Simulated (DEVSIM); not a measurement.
Device: illuminated GaAs p-on-n cell, one wavelength, at 300 K.

```csv
layer (left to right),material,thickness (μm),Nd (cm⁻³),Na (cm⁻³),τn (s),τp (s),absorption coefficient (cm⁻¹)
1,GaAs,0.810,-,8.8e17,5.9e-11,4.6e-10,5700
2,GaAs,0.800,1.1e17,-,3.1e-9,3.1e-10,5700
```

Left contact: ohmic, minority electron recombination velocity 300 cm/s. Right contact: ohmic, minority hole recombination velocity 1e6 cm/s. Voltage is applied to the left contact. Recombination: SRH at mid-gap, radiative, Auger. Light enters at the left, 3.9e17 photons cm⁻² s⁻¹, one pass, no reflection. Mobility is constant in doping.

This is a model device: material constants are rounded textbook-type values typed into the input, and sizes, dopings and lifetimes were drawn at random. Values at 300 K.

```csv
parameter,GaAs
gap (eV),1.424
affinity (eV),4.07
permittivity,12.9
Nc (cm⁻³),4.7e17
Nv (cm⁻³),9e18
μn (cm²/Vs),8500
μp (cm²/Vs),400
B (cm³/s),2e-10
Cn (cm⁶/s),1e-30
Cp (cm⁶/s),1e-30
```

Model (solved in DEVSIM): 1D drift-diffusion, Boltzmann statistics, complete ionisation; no tunnelling, impact ionisation, image-force lowering or self-heating.

**Question.** Tabulate band edges, carrier densities and field at -2.0 V on the left contact, in the dark.

**Answer.** Energies count from the Fermi level of the right contact; mesh points crowd at the junctions.

| x (μm) | Ec (eV) | Ev (eV) | n (cm⁻³) | p (cm⁻³) | field (V/cm) |
|---|---|---|---|---|---|
| 0.000 | 3.364 | 1.940 | < 1e2 | 8.8e17 | ≈ 0 |
| 0.01653 | 3.364 | 1.940 | < 1e2 | 8.8e17 | ≈ 0 |
| 0.04375 | 3.364 | 1.940 | < 1e2 | 8.8e17 | ≈ 0 |
| 0.08856 | 3.364 | 1.940 | < 1e2 | 8.8e17 | ≈ 0 |
| 0.1935 | 3.364 | 1.940 | < 1e2 | 8.8e17 | ≈ 0 |
| 0.3351 | 3.364 | 1.940 | < 1e2 | 8.8e17 | ≈ 0 |
| 0.5188 | 3.364 | 1.940 | < 1e2 | 8.8e17 | ≈ 0 |
| 0.6705 | 3.364 | 1.940 | < 1e2 | 8.8e17 | ≈ 0 |
| 0.7353 | 3.364 | 1.940 | < 1e2 | 8.8e17 | ≈ 0 |
| 0.7723 | 3.363 | 1.939 | < 1e2 | 8.5e17 | -2200 |
| 0.7971 | 3.253 | 1.829 | < 1e2 | 1.2e16 | -150000 |
| 0.8166 | 2.770 | 1.346 | < 1e2 | 9.4e7 | -290000 |
| 0.8374 | 2.203 | 0.778 | < 1e2 | < 1e2 | -260000 |
| 0.8717 | 1.413 | -0.011 | < 1e2 | < 1e2 | -200000 |
| 0.9518 | 0.273 | -1.151 | 1.2e13 | < 1e2 | -81000 |
| 1.060 | 0.038 | -1.386 | 1.1e17 | < 1e2 | -200 |
| 1.226 | 0.038 | -1.387 | 1.1e17 | < 1e2 | ≈ 0 |
| 1.387 | 0.038 | -1.387 | 1.1e17 | < 1e2 | ≈ 0 |
| 1.506 | 0.038 | -1.387 | 1.1e17 | < 1e2 | ≈ 0 |
| 1.557 | 0.038 | -1.387 | 1.1e17 | < 1e2 | ≈ 0 |
| 1.588 | 0.038 | -1.387 | 1.1e17 | < 1e2 | ≈ 0 |
| 1.610 | 0.038 | -1.387 | 1.1e17 | < 1e2 | ≈ 0 |
